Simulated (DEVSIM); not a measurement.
abrupt Si p-n junction

Structure: abrupt Si p-n junction, at 300 K.

```csv
layer (left to right),material,thickness (μm),Nd (cm⁻³),Na (cm⁻³),τn (s),τp (s)
1,Si,1.50,-,3.4e17,5.8e-6,5.8e-6
2,Si,3.10,1.4e15,-,5.8e-6,5.8e-6
```

Left contact: ohmic. Right contact: ohmic. Voltage is applied to the left contact. Recombination: SRH at mid-gap, radiative. Mobility is constant in doping.

The device is made up for the run: typed textbook-type constants, with dimensions and the other settings drawn at random. Values at 300 K.

```
parameter           Si
-------------  -------
gap (eV)         1.124
affinity (eV)     4.05
permittivity      11.7
Nc (cm⁻³)      2.86e19
Nv (cm⁻³)       3.1e19
μn (cm²/Vs)       1417
μp (cm²/Vs)        470
B (cm³/s)      4.7e-15
```

Simulated with DEVSIM: 1D drift-diffusion, Boltzmann statistics, complete ionisation; no tunnelling, impact ionisation, image-force lowering or self-heating.

Potential step across the device at zero bias: 0.751 V
Largest field in the device at zero bias: 35000 V/cm
Dark forward voltage at 1 A/cm²: 0.551 V
Dark forward voltage at 100 A/cm²: 0.708 V

Small-signal capacitance in reverse bias (quasi-static):

```
V (V)  C (nF/cm²)
-----  ----------
-0.1         12.4
-0.25        11.3
-0.5         9.99
-0.75        9.04
-1           8.33
-1.5         7.29
-2           6.57
-2.5         6.03
-3.25        5.42
-4           4.97
-5           4.51
```

Dark forward current:

```tsv
V (V)	J (A/cm²)
0.05	6.3e-9
0.10	4.0e-8
0.15	2.5e-7
0.20	1.6e-6
0.25	1.1e-5
0.30	7.2e-5
0.35	0.00049
0.40	0.0033
0.45	0.022
0.50	0.15
0.55	0.97
0.60	5.4
0.65	24
0.70	83
0.75	250
0.80	640
0.85	1400
0.90	2400
```
